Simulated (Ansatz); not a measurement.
The parent structure is HgS in the zinc blende structure (space group F-43m, No. 216).

```
HgS
1.0
    0.00000     2.93799     2.93799
    2.93799     0.00000     2.93799
    2.93799     2.93799     0.00000
Hg S
1 1
Direct
  0.00000   0.00000   0.00000
  0.75000   0.75000   0.75000
```

Cartesian axes are those of the cell as printed.

Computed with Ansatz (a quantum-chemistry and plane-wave program), PBEsol, PAW, cutoff 420 eV, no spin-orbit coupling, earlier PAW set.

Free-standing slabs (2 atom(s) a layer) normal to [110] with 15 Å of vacuum; in-plane cell held at bulk.

One change was made to it. Results:

| quantity | base | after |
|---|---|---|
| band gap | zero | 0.84 eV |
| gap character | – | direct at Γ |
| excess energy per area of both faces (slab less bulk energy over the cell's area: twice a surface energy) (uncertain by up to 0.04 J/m²) | – | 0.56 J/m² |
| shortest interatomic distance | 4.808 bohr | 4.642 bohr |
| valence-band top at Γ (three highest levels, from the VBM) | – | 0.00, -0.67, -0.70 eV |

Task: Which change produced these results?
A) 6 layers
B) 7 layers
C) 2 layers
D) 3 layers

Result: D, 3 layers. For comparison, the band gap in the other runs: 7 layers gives 0.30 eV; 2 layers gives 1.18 eV; 6 layers gives 0.41 eV.

The excess energy carries the mismatch between the slab's and the bulk's meshes. With Hg present, leaving out spin-orbit coupling can change the band edges. Whether these cells are dynamically stable was not tested. The final runs are not spin-polarised. The zero or small gap of HgS can change with the level of theory. Labels are those of the standard path for the cell's own space group.
